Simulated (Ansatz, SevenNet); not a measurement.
Ladder of methods for the elastic constant C13 of C11b WSi2

Reference value: 81 GPa (measured, temperature not stated, not corrected to a static lattice; as tabulated in Friák et al. (2018), doi:10.3390/nano8121057).

| level (code) | value (GPa) | cell (Å³/atom) | difference (%) |
|---|---|---|---|
| SevenNet-0 | 180 | 13.70 | +122 |
| SevenNet-l3i5 | 100 | 13.70 | +23 |
| PBE (Ansatz) | 91.8 | 13.67 | +13.3 |
| PBEsol (Ansatz) | 99.4 | 13.36 | +23 |

Closest of the ranked levels: PBE (+13.3 %). Among them SevenNet-0 (+122 %) misses by most. All 4 levels lie above the reference.

The reference isn't brought to a static lattice, while the calculations are for one, so the differences are not the levels' errors alone.  Density-functional levels without +SOC have no spin–orbit coupling. Each level is taken at its own relaxed cell. Ansatz's density-functional and Hartree–Fock values are scalar-relativistic unless marked +SOC, with PAW data made under PBE.

Machine-learned potentials (SevenNet-0, SevenNet-l3i5) are trained on DFT data: a solid inside that data is no test of them.

Differences are worked out from the printed values.

Ansatz is an electronic-structure program.
